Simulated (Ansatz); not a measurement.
**SnGe (model structure, started from the WC type, P-6m2, No. 187, 2 atoms in the cell): properties by level of theory**

```tsv
level (code)	lattice parameter a (Å)	c axis length (Å)
PBE (Ansatz)	…	3.678
PBEsol (Ansatz)	…	3.638
PBE-D3(BJ) (Ansatz)	3.891	…
```

**Question.** What belongs in the gaps?

**Answer.** 
- PBE (Ansatz, a first-principles code), lattice parameter a (Å): 3.969
- PBEsol (Ansatz), lattice parameter a (Å): 3.880
- PBE-D3(BJ) (Ansatz), c axis length (Å): 3.657

Ansatz's density-functional and Hartree–Fock values are scalar-relativistic unless marked +SOC, with PAW data made under PBE.

The computed numbers hold no vibrational or temperature effects.

A model structure was made by putting elements into a prototype or built by hand; it is no filed structure, need not be a known phase, and can be a saddle point held by its symmetry.
